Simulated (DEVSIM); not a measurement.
Structure: Si p-i-n diode, at 400 K.

Layer 1 from the left is Si, thickness (μm) 0.950, Na (cm⁻³) 8.2e18, τn (s) 0.00078, τp (s) 0.00078. Layer 2 from the left is Si, thickness (μm) 3.00, Nd (cm⁻³) 1.7e12, τn (s) 0.00078, τp (s) 0.023. Layer 3 from the left is Si, thickness (μm) 0.310, Nd (cm⁻³) 2.2e18, τn (s) 0.00078, τp (s) 0.00078.

Left contact: ohmic. Right contact: ohmic. Voltage is applied to the left contact. Recombination: SRH at mid-gap, Auger. Mobility is μmin + (μ − μmin)/(1 + (N/Nref)^α).

Constants are typed, rounded textbook-type inputs, not results; the design itself was drawn at random and stands for no fabricated device. Values at 300 K; Nc and Nv go as T^1.5, mobilities as T to minus their exponent, the gap by Varshni's rule with the affinity fixed.

Si: gap (eV) 1.124, affinity (eV) 4.05, permittivity 11.7, Nc (cm⁻³) 2.86e19, Nv (cm⁻³) 3.1e19, μn (cm²/Vs) 1417, μp (cm²/Vs) 470, μn,min 52, μp,min 45, Nref,n 9.7e16, Nref,p 2.2e17, αn 0.68, αp 0.72, T exponent of μn 2.3, T exponent of μp 2.2, Cn (cm⁶/s) 2.8e-31, Cp (cm⁶/s) 9.9e-32, Varshni α (eV/K) 0.000473, Varshni β (K) 636.

Model (solved in DEVSIM): 1D drift-diffusion, Boltzmann statistics, complete ionisation; no tunnelling, impact ionisation, image-force lowering or self-heating.

**Question.** What does the simulation give for the dark forward voltage at 100 A/cm², the dark forward voltage at 1 A/cm², the potential step across the device at zero bias?

**Answer.** dark forward voltage at 100 A/cm² 0.692 V; dark forward voltage at 1 A/cm² 0.528 V; potential step across the device at zero bias 0.932 V.
